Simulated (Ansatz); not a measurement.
The parent structure is BN in the zinc blende structure (space group F-43m, No. 216; a = 3.581 Å). Axes: x, y, z lie along the cube axes.

Calculations: LDA/PAW in Ansatz (a program for electronic structure), scalar-relativistic without spin-orbit coupling.

Before the change:

```
Quantity                             Value
---------------------  -------------------
Valence-band top at Γ  0.00, 0.00, 0.00 eV
```

It is then changed as follows: biaxial strain +1.67 %, plane normal [111], relaxed out of plane (Cartesian); in-plane vectors clamped, the third vector and the atoms free.

Task: How does this affect the valence-band top at Γ and ratio −ε⊥/ε∥?

Result: The valence-band top at Γ (three highest levels, from the VBM) becomes 0.00, -0.09, -0.09 eV (base: 0.00, 0.00, 0.00 eV); the ratio −ε⊥/ε∥ amounts to 0.16.

The levels and masses belong to the bands next to the band gap. Whether these cells are dynamically stable was not tested.
